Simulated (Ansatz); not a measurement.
An Ansatz (an electronic-structure program) input (Ansatz LDA, scalar-relativistic without spin-orbit coupling):

Ansatz 0.2 input:
```yaml
crystal:
  lattice:
    - [0, 2.7771222962, 2.7354654618]
    - [2.7771222962, 0, 2.7354654618]
    - [2.7771222962, 2.7771222962, 0]
  atoms:
    - { symbol: Be, position: [0, 0, 0] }
    - { symbol: Te, position: [0.25, 0.25, 0.25] }
basis: { ecutwfc: 420, ecutrho_ratio: 4, xc_grid: 2, fft_grid_basis: typed }
kpoints: { mp_grid: { grid: [10, 10, 10] } }
hamiltonian:
  xc: lda
  dispersion: none
  pseudopotentials: { kind: paw }
scf: { occupations: { method: fermi_dirac, width: 0.05 }, convergence: { dr2_threshold: 0.0000000002 } }
relax: { f_tol: 0.005, max_steps: 50 }
output: { forces: true, stress: true }
checkpoint: { write: state.ck, write_every: 1000 }
```

Question: Which symmetry and how many k-points will the program report, and about how many plane waves at Γ?

Answer: Space group I-4m2 (ITA 119) with 8 operations, k-points 102 of 1000, and 869 plane waves at Γ.

Question: And the final pressure?

Answer: 1.00 GPa (compression positive).

The cells carry an imposed strain or load. Whether these cells are dynamically stable was not tested. The cell was made from BeTe in the zinc blende structure (space group F-43m, No. 216) by this change: uniaxial strain ε_zz = −1.50 %.
